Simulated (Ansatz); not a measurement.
System: MgO (Pm-3n, No. 223, 12 atoms in the cell; start mp-1101930; a measured phase of this formula has another space group). Method: G0W0@PBEsol in Ansatz (plane waves, hard PAW, contour deformation, complete-basis limit).

Run with largest k mesh 6×6×6 (not extrapolated in the mesh).

Cell (relaxed with PBEsol):

```
MgO
1.0
    5.59033     0.00000     0.00000
    0.00000     5.59033     0.00000
    0.00000     0.00000     5.59033
Mg O
6 6
Direct
  0.25000   0.00000   0.50000
  0.75000   0.00000   0.50000
  0.50000   0.75000   0.00000
  0.50000   0.25000   0.00000
  0.00000   0.50000   0.75000
  0.00000   0.50000   0.25000
  0.25000   0.50000   0.00000
  0.75000   0.50000   0.00000
  0.00000   0.75000   0.50000
  0.00000   0.25000   0.50000
  0.50000   0.00000   0.75000
  0.50000   0.00000   0.25000
```

### Question
What does this level give for the band gap?

### Answer

- band gap = 5.55 eV (direct)

Note: the gap holds a correction of +0.76 eV to the complete basis.

The computed numbers hold no vibrational or temperature effects.

Cost on a shared machine: around 12 core-hours (rough).

A start named mp-… is a Materials Project structure, which need not be a measured phase.

Ansatz is a quantum-chemistry and plane-wave program.
